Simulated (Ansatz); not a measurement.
BN (I-4m2), r2SCAN, rigid bands run with Ansatz (a first-principles code): Condition of this run: biaxial stress in (001) of 27 GPa (compression positive) (the target of the relaxation). band gap 4.67 eV, N_c = 1.36e19 cm⁻³ and N_v = 4.52e19 cm⁻³ at 300 K, conductivity masses along z (a = (0.00, 1.75, 1.83) Å; b = (1.75, 0.00, 1.83) Å; c = (1.75, 1.75, 0.00) Å) of 0.301 mₑ (electrons) and 0.542 mₑ (holes). Take k_BT = 0.02585 eV.

Task: What thermal injection velocity √(2k_BT/πm) limits a ballistic channel along the direction named?

Result: 9.81e6 cm/s for electrons and 7.31e6 cm/s for holes, a ratio of √(m_h/m_e) = 1.34, for dilute carriers.

Task: Find the intrinsic carrier density and the intrinsic Fermi level.

Result: n_i = √(N_c N_v) exp(−E_g/2k_BT) = 2.48e19 × exp(−90.32) = 1.5e-20 cm⁻³. The level lies (k_BT/2) ln(N_v/N_c) = 16 meV from mid-gap (positive towards the conduction band). Each 0.1 eV added to the gap lowers n_i by a factor of 6.9.

Task: A film of it is 5 nm thick, with its normal along the direction named. Estimate the confinement energies in an infinite well.

Result: ħ²π²/(2m t²) = 0.376 eV·nm²/(m/mₑ × t²) gives 50.0 meV for electrons and 27.8 meV for holes, so the gap would widen to about 4.75 eV. Finite barriers and nonparabolic bands lower this, and with several valleys or bands the heaviest mass along the normal sets the lowest level, not this average.

Rigid, parabolic bands with the computed gap; masses take one relaxation time for all states. Spin-orbit coupling is left out. Geometry: cell and atoms relaxed with PBEsol.
